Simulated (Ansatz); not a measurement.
Consider the following.

```
CELL_PARAMETERS angstrom
      3.43402     0.00000     0.00000
     -1.71701     2.97395     0.00000
      0.00000     0.00000    13.56934
ATOMIC_POSITIONS crystal
  Te 0.66667 0.33333 0.38426
  Te 0.33333 0.66667 0.88426
  Te 0.33333 0.66667 0.61574
  Te 0.66667 0.33333 0.11574
  Mo 0.66667 0.33333 0.75000
  Mo 0.33333 0.66667 0.25000
```

No spin polarisation.

Level of theory: PBEsol-D3(BJ) (Ansatz, an electronic-structure program; PAW; 420 eV plane waves; no spin-orbit coupling). k-mesh 11×11×3 (Γ-centred); smearing 0.05 eV (Fermi–Dirac).

**Question.** Predict the smallest direct gap, width of the top valence band, stress and band gap.

**Answer.** 
- Smallest direct gap: 0.87 eV
- Width of the top valence band: 1.04 eV
- Stress (xx, yy, zz, yz, xz, xy; compression positive): (-0.39, -0.39, -1.63, 0.00, 0.00, 0.00) GPa
- Band gap: 0.49 eV

Spin-orbit coupling, missing from the scalar runs, can matter with Te. The cells carry an imposed strain or load. Whether these cells are dynamically stable was not tested. The cell was made from MoTe₂ (space group P6_3/mmc, No. 194; layered, stacked along the Cartesian z axis) by this change: uniaxial strain ε_zz = +1.80 %.
